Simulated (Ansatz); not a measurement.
The parent structure is TiO$_{2}$ in the rutile structure (space group P4_2/mnm, No. 136).

```yaml
crystal:
  lattice:
    - [4.59734, 0.00000, 0.00000]
    - [0.00000, 4.59734, 0.00000]
    - [0.00000, 0.00000, 2.95429]
  atoms:
    - { symbol: Ti, position: [0.00000, 0.00000, 0.00000] }
    - { symbol: Ti, position: [0.50000, 0.50000, 0.50000] }
    - { symbol: O, position: [0.30461, 0.30461, 0.00000] }
    - { symbol: O, position: [0.80461, 0.19539, 0.50000] }
    - { symbol: O, position: [0.19539, 0.80461, 0.50000] }
    - { symbol: O, position: [0.69539, 0.69539, 0.00000] }
```

Calculations: r2SCAN (Ansatz, a quantum-chemistry and plane-wave program, PAW, no spin-orbit coupling), earlier PAW set.

One change was made to it. Results:

```json
[
 {"quantity": "density", "base": "4.25 g/cm³", "after": "4.28 g/cm³"},
 {"quantity": "gap character", "base": "direct at Γ", "after": "direct at Γ"},
 {"quantity": "shortest interatomic distance", "base": "1.948 Å", "after": "1.946 Å"}
]
```

Q: Name the change that was made.
(A) pressure 5 GPa
(B) pressure 1.5 GPa
(C) pressure 10 GPa

A: B, pressure 1.5 GPa. For comparison, the density in the other runs: pressure 10 GPa gives 4.42 g/cm³; pressure 5 GPa gives 4.34 g/cm³.

Load acts through the strain it causes; cell and atoms are relaxed under it. Stability against distortions was not tested. Competing high-pressure phases were not computed. The final runs are not spin-polarised.
